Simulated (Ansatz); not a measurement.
## Point defect Ge_Sr in rock-salt SrO

These are PBE, PAW (plane waves to 420 eV; Ansatz, a program for electronic structure) values and carry that method's errors. The supercell holds 64 host sites (2×2×2 repeats of a cell of 8 atoms), with a 2×2×2 shifted k-point sampling for the final energies. Site at the start: the Sr site. Energies of charged states are corrected for periodic images (point charge plus alignment at distant sites). Dielectric constants: PBE linear response of the host. Host gap at this level: 3.33 eV. A cell of this size leaves errors of a few tenths of an eV. PBE underestimates the host's gap, which shifts levels and can delocalise carriers. Spin–orbit coupling is left out. Each state is the lowest found from its start.

Charges with a result: +2, +1, 0, −1. Others weren't obtained, and one of them could lie lower, also by skipping a charge.

```json
[
 {"charge": "+2", "moment (μB)": "not spin-polarised", "point group": "C2v", "largest move off a lattice site (Å)": "0.89", "image correction with alignment (eV)": "0.24"},
 {"charge": "+1", "moment (μB)": "1.0", "point group": "C3v", "largest move off a lattice site (Å)": "0.53", "image correction with alignment (eV)": "0.03"},
 {"charge": "0", "moment (μB)": "not spin-polarised", "point group": "C3v", "largest move off a lattice site (Å)": "0.47", "image correction with alignment (eV)": "0.00"},
 {"charge": "−1*", "moment (μB)": "1.0", "point group": "C3v", "largest move off a lattice site (Å)": "0.48", "image correction with alignment (eV)": "–"}
]
```

* At this level the carrier isn't localised at the defect: at charge −1 electrons occupy the conduction band. Such a state is shallow or no state of the defect, and this cell gives it no level.

Point groups are those of the whole cell at tolerances of 0.03 and 0.1 Å ("near" where only the looser one holds); none is given for unsettled states.

Transition levels above the valence-band maximum: ε(+2/+1) = 1.45 eV; ε(+1/0) = 1.01 eV. On the lower envelope of the bound states, inside the gap: (+2/0) at 1.23 eV; the others aren't thermodynamic.

Flagged in the runs: a strain field that reaches the edge of the cell.

All states together cost roughly 4 core-hours.
